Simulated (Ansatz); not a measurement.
Take SiO$_{2}$ (space group P3_221, No. 154) as the base.

```yaml
crystal:
  lattice:
    - [4.94899, 0.00000, 0.00000]
    - [-2.47450, 4.28595, 0.00000]
    - [0.00000, 0.00000, 5.44148]
  atoms:
    - { symbol: Si, position: [0.00000, 0.47043, 0.33333] }
    - { symbol: Si, position: [0.52957, 0.52957, 0.00000] }
    - { symbol: Si, position: [0.47043, 0.00000, 0.66667] }
    - { symbol: O, position: [0.26679, 0.41257, 0.21435] }
    - { symbol: O, position: [0.58743, 0.85422, 0.88102] }
    - { symbol: O, position: [0.73321, 0.14578, 0.45231] }
    - { symbol: O, position: [0.85422, 0.58743, 0.11898] }
    - { symbol: O, position: [0.41257, 0.26679, 0.78565] }
    - { symbol: O, position: [0.14578, 0.73321, 0.54769] }
```

The values are results of PBEsol in Ansatz (plane waves to 420 eV, PAW, no spin-orbit coupling), not measurements.

Base values:

- Lattice parameter a: 9.352 bohr
- Band gap: 5.72 eV
- Gap character: indirect, K → Γ
- Width of the top valence band: 0.57 eV

One thing is altered: a hydrostatic pressure of 30 GPa.

How does this affect the lattice parameter a, band gap, gap character and width of the top valence band?

The lattice parameter a falls by 1.3136 bohr to 8.039 bohr; the band gap goes up by 0.97 eV to 6.69 eV; the gap character goes from indirect, K → Γ to indirect, M → Γ; the width of the top valence band goes up by 0.11 eV to 0.68 eV.

Load acts through the strain it causes; cell and atoms are relaxed under it. Stability against distortions was not tested. Competing high-pressure phases were not computed.

Ansatz is a first-principles code.
